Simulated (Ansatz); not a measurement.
Output of an Ansatz run (abridged):

```
WARN ansatz: RAYON_NUM_THREADS=1 ignored (pool sized by the plan → 1); use --threads N
Pseudopotentials: kind: paw
Pseudopotential: Ba, paw, valence charge 10
Pseudopotential: S, paw, valence charge 6
Crystal: 2 atoms, lattice volume = 65.818 Å³
Basis set: ecut = 420.4159175005146 eV, 1243 PW (Γ)
Bands: 12, of which v1, the nominal top of the filled ones, is band 8 counted from 1 (7 counted from 0)
Symmetry: 48 space group operations
Space group: Fm-3m (ITA 225), of the structure as read, at distance tolerance 4.0e-5 Å
k-points: 20 of 343
PAW frozen core: Ba, regenerated for the run's functional, and the local potential with it
PAW frozen core: S, regenerated for the run's functional, and the local potential with it
Initial density: superposition of atomic densities (neutral atoms: chi_scale 0, normalization atom), corrected by the library's trained network
Initial wavefunctions: pseudopotential atomic-orbital guess
Eigensolver: davidson
Functional: x = slater, c = lda
SCF iter   1: F=—  HF=-6653.429426 eV  |F-HF|=—  |Δ(HF+E_count)|=         —  Δρ=5.35e-3  dr2=3.22e-2  ethr=1.77e-3  ⟨swp⟩=9.9  Hψ=2064  notcnv=0
all-band conjugate gradients solve this SCF's bands
preconditioner: auto → none
SCF iter   2: F=—  HF=-6653.420902 eV  |F-HF|=—  |Δ(HF+E_count)|=   8.52e-3  Δρ=2.69e-3  dr2=4.42e-3  ethr=2.01e-4  ⟨swp⟩=3.0  Hψ=619  notcnv=0
SCF iter   3: F=—  HF=-6653.419611 eV  |F-HF|=—  |Δ(HF+E_count)|=   1.29e-3  Δρ=1.17e-3  dr2=6.16e-4  ethr=2.76e-5  ⟨swp⟩=2.6  Hψ=419  notcnv=0
SCF iter   4: F=—  HF=-6653.419466 eV  |F-HF|=—  |Δ(HF+E_count)|=   1.45e-4  Δρ=2.37e-4  dr2=1.84e-5  ethr=3.85e-6  ⟨swp⟩=1.0  Hψ=240  notcnv=0
SCF iter   5: F=—  HF=-6653.419462 eV  |F-HF|=—  |Δ(HF+E_count)|=   4.41e-6  Δρ=3.23e-5  dr2=3.42e-7  ethr=1.15e-7  ⟨swp⟩=2.0  Hψ=335  notcnv=0
SCF iter   6: F=-6653.419462 eV  HF=-6653.419462 eV  |F-HF|=1.96e-8  |Δ(HF+E_count)|=   3.48e-8  Δρ=4.78e-6  dr2=2.81e-8  ethr=6.25e-10  ⟨swp⟩=5.8  Hψ=1281  notcnv=0
SCF 1 converged in 6 iterations: F = -6653.419462 eV  dr2 = 2.81e-8
SCF converged after 6 iterations
Free energy (F): -6653.419462 eV
Harris-Foulkes:  -6653.419462 eV  (|F-HF|=1.96e-8)
Internal energy: -6653.419462 eV  (E = F + TS)
E sigma→0 (E₀):  -6653.419462 eV
Fermi energy:    6.472537 eV
--- Per-component energies (eV) ---
  E_band       = -56.764856
  E_kinetic    = 275.900215
  E_local      = -409.277806  (includes V_loc(G=0)·N_el)
  E_nonlocal   = 89.180981
  E_hartree    = 128.032879
  E_xc         = -263.901580
  E_vxc        = -224.559473  (∫ρ·V_xc dr)
  E_paw        = -5626.427030  (= ΣΔE_a)
  E_vpaw       = -44.076536  (= ΣTr[D̂ρ^β])
  E_aug_tail   = -0.000001  (compensation charges beyond the density's cutoff)
  E_ewald      = -847.362833
  E_core_change = 0.435713  (= ΣΔE_core)
  E_smearing   = -0.000000  (= −TS)
  E_closure    = -0.000000  (closes the sum)
  Σ components = -6653.419462   (vs F -6653.419462, Δ=0.00e0)
--- Forces (eV/Å), atoms counted from 1 ---
  atom   1  Ba    -0.00000000     0.00000000    -0.00000000
  atom   2  S      0.00000000    -0.00000000    -0.00000000
  max |Σ_I F_I| component: 4.17e-30 eV/Å
--- Stress (GPa, compression-positive) ---
       -2.862452       0.000000       0.000000
        0.000000      -2.862452      -0.000000
       -0.000000       0.000000      -2.862452
  P = ⅓ Tr σ = -2.8625 GPa (-28.625 kbar)
  The stress holds the Pulay correction. Without it, at fixed plane waves, as pw.x and ABINIT print it: P = -2.8663 GPa
--- Band table (eV; the first three rows and the last of 20) ---
  k-point 0: bands = ["-20.5638", "-5.5655", "-5.5655", "-5.5655", "-4.8119", "5.4387", "5.4387", "5.4387", "8.7708", "9.2430", "9.2430", "9.2430"]
  k-point 1: bands = ["-20.5557", "-5.9326", "-5.5731", "-5.5731", "-4.4287", "4.9237", "5.1928", "5.1928", "9.1872", "9.5296", "9.5296", "9.5655"]
  k-point 2: bands = ["-20.5374", "-6.3978", "-5.5899", "-5.5899", "-3.9248", "4.1013", "4.7484", "4.7484", "9.4899", "10.3238", "10.3238", "10.9336"]
  k-point 19: bands = ["-20.5081", "-6.2012", "-5.9302", "-5.7823", "-4.1417", "4.3347", "4.8925", "4.9591", "9.2221", "10.0980", "11.7560", "12.3466"]
```

The structure:

```
CELL_PARAMETERS angstrom
      0.00000     3.20458     3.20458
      3.20458     0.00000     3.20458
      3.20458     3.20458     0.00000
ATOMIC_POSITIONS crystal
  Ba 0.00000 0.00000 0.00000
  S  0.50000 0.50000 0.50000
```

### Question
Write an input that gives this output.

### Answer
Other spellings and defaults could give the same log, and not every line can be read from it. The input that was run (DFT, LDA (PW92), plane waves, default PAW files made with PBE):

Ansatz 0.2 input:
```yaml
crystal:
  lattice:
    - [0.000000, 3.204585, 3.204585]
    - [3.204585, 0.000000, 3.204585]
    - [3.204585, 3.204585, 0.000000]
  atoms:
    - { symbol: Ba, position: [0.000000, 0.000000, 0.000000] }
    - { symbol: S, position: [0.500000, 0.500000, 0.500000] }
basis:
  ecutwfc: 30.9 Ry
kpoints:
  mp_grid: { grid: [7, 7, 7] }
hamiltonian:
  xc: lda
  pseudopotentials: { kind: paw }
scf:
  occupations: { method: fermi_dirac, width: 0.0015 Ry }
output:
  forces: true
  eigenvalues: true
  stress: true
```

The starting cell has typed, rounded lattice constants, without a prior relaxation at this level. Its lattice was rescaled by up to half a per cent. Ansatz's pressure includes its estimate of the finite-basis (Pulay) stress.

Ansatz is an electronic-structure program.
